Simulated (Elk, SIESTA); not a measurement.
An Elk input for a self-consistent single point of Nb2AsC (P6_3/mmc, 8 atoms in the cell) (DFT, LDA (PW92), all-electron FP-LAPW, Elk's shipped species files, APW+lo basis with extra local orbitals):

```
tasks
  0

xctype
  3

tforce
  .true.

rgkmax
  7.5

gmaxvr
  18.0

lmaxapw
  10

lmaxo
  8

nxlo
  2

lorbcnd
  .true.

lradstp
  2

nrmtscf
  2.0

rmtscf
  0.91

lmaxi
  4

stype
  0

swidth
  0.00734986

avec
    6.3823294593    0.0000003398    0.0000000000
   -3.1911650240    5.5272592772    0.0000000000
    0.0000000000    0.0000000000   22.6834258027

sppath
  'species/'

atoms
  3   : nspecies
  'Nb.in'   : spfname
  4   : natoms; atposl, bfcmt below
  0.3333333333  0.6666666667  0.4053300000    0.0 0.0 0.0
  0.6666666667  0.3333333333  0.5946700000    0.0 0.0 0.0
  0.6666666667  0.3333333333  0.9053300000    0.0 0.0 0.0
  0.3333333333  0.6666666667  0.0946700000    0.0 0.0 0.0
  'As.in'   : spfname
  2   : natoms; atposl, bfcmt below
  0.6666666667  0.3333333333  0.2500000000    0.0 0.0 0.0
  0.3333333333  0.6666666667  0.7500000000    0.0 0.0 0.0
  'C.in'   : spfname
  2   : natoms; atposl, bfcmt below
  0.0000000000  0.0000000000  0.5000000000    0.0 0.0 0.0
  0.0000000000  0.0000000000  0.0000000000    0.0 0.0 0.0

ngridk
  7 7 2
```

### Question
Write the same calculation as an input for SIESTA.

### Answer
This is the input that was run; spellings and numerical settings could be chosen otherwise.

```
# files in the folder: Nb.psml As.psml C.psml (PseudoDojo LDA standard)
SystemName  Nb2AsC
SystemLabel Nb2AsC

NumberOfAtoms                8
NumberOfSpecies              3
%block ChemicalSpeciesLabel
  1 41 Nb
  2 33 As
  3 6 C
%endblock ChemicalSpeciesLabel
LatticeConstant              1.0 Bohr
%block LatticeVectors
     6.382328888    0.000000000    0.000000000
    -3.191165389    5.527259942    0.000000000
     0.000000000    0.000000000   22.683425803
%endblock LatticeVectors
AtomicCoordinatesFormat      Ang
%block AtomicCoordinatesAndAtomicSpecies
    -0.000002022    1.949934308    4.865399732  1
     1.688693022    0.974965692    7.138152268  1
     1.688693022    0.974965692   10.867175732  1
    -0.000002022    1.949934308    1.136376268  1
     1.688693022    0.974965692    3.000888000  2
    -0.000002022    1.949934308    9.002664000  2
     0.000000000    0.000000000    6.001776000  3
     0.000000000    0.000000000    0.000000000  3
%endblock AtomicCoordinatesAndAtomicSpecies

XC.functional                LDA
XC.authors                   PW92
PAO.BasisSize                DZP
PAO.EnergyShift              0.005 Ry
MeshCutoff                   300 Ry
%block kgrid.MonkhorstPack
    7   0   0  0.0
    0   7   0  0.0
    0   0   2  0.0
%endblock kgrid.MonkhorstPack
OccupationFunction           MP
OccupationMPOrder            0
ElectronicTemperature        0.2 eV

MaxSCFIterations             150
SCF.Mixer.Method             Pulay
SCF.Mixer.Weight             0.25
SCF.Mixer.History            6
SCF.DM.Tolerance             1.0E-05
Diag.ParallelOverK           true
WriteForces                  true
```

Basis settings and potentials, where a program has them, do not carry over. This input uses DFT, LDA PW92, numerical atomic orbitals DZP, PseudoDojo LDA standard norm-conserving potentials (rewritten from UPF to PSML). LDA parametrisations can differ slightly between programs.

The starting cell comes from a database of computed structures (which also holds hypothetical and non-ambient phases and stackings), without a prior relaxation at this level. Its lattice was rescaled by a random factor within 2.5 % of one.
